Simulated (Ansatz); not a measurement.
System: LiH (model structure, started from the NiAs type, P6₃/mmc, No. 194, 4 atoms in the cell). Method: r²SCAN+rVV10 (plane waves, PAW; Ansatz, a program for electronic structure).

Settings: plane-wave cutoff 560 eV, 12×12×8 k mesh (along the axes of the cell as run), Fermi–Dirac smearing 0.01 eV, scalar-relativistic PAW data made under PBE.

Cell (relaxed at this level):

```cif
data_H2Li2
_chemical_formula_sum 'Li2 H2'
_space_group_name_H-M_alt 'P63/mmc'
_space_group_IT_number 194
_space_group_name_Hall '-P 6c 2c'
_cell_length_a 2.77571
_cell_length_b 2.77571
_cell_length_c 4.86442
_cell_angle_alpha 90.000
_cell_angle_beta 90.000
_cell_angle_gamma 120.000
loop_
_atom_site_label
_atom_site_type_symbol
_atom_site_symmetry_multiplicity
_atom_site_Wyckoff_symbol
_atom_site_fract_x
_atom_site_fract_y
_atom_site_fract_z
_atom_site_occupancy
Li1 Li 2 a 0.00000 0.00000 0.00000 1
H1 H 2 c 0.33333 0.66667 0.25000 1
```

Task: Give the computed band gap and direct gap at Γ.

Result: 
- band gap = 4.92 eV (on the SCF k mesh)
- direct gap at Γ = 8.16 eV

Note: the relaxation could raise the start's symmetry but not lower it, so the cell can be a saddle point.

Static lattice: no zero-point or thermal effects.

It cost around 60 core-seconds (rough) of CPU time.

A model structure was made by putting elements into a prototype or built by hand; it is no filed structure, need not be a known phase, and can be a saddle point held by its symmetry.
